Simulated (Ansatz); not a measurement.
**V in the bcc (W type) structure (space group Im-3m, No. 229)**

```xyz
1
Lattice="-1.4914 1.4914 1.4914 1.4914 -1.4914 1.4914 1.4914 1.4914 -1.4914" Properties=species:S:1:pos:R:3 pbc="T T T"
V      0.0000     0.0000     0.0000
```

The values are results of Ansatz (a program for electronic structure), r2SCAN, PAW, cutoff 500 eV, no spin-orbit coupling, not measurements. Settings: 22×22×22 k-points, 0.05 eV Fermi–Dirac smearing.

The volume per atom comes out as 13.27 Å³. The density is 6.38 g/cm³, the band gap is zero and the total energy comes out as -2917.065 eV/atom (σ→0; compares only within this code and set-up).

Whether these cells are dynamically stable was not tested. Seeded moments were not kept for the base. The final runs are not spin-polarised.
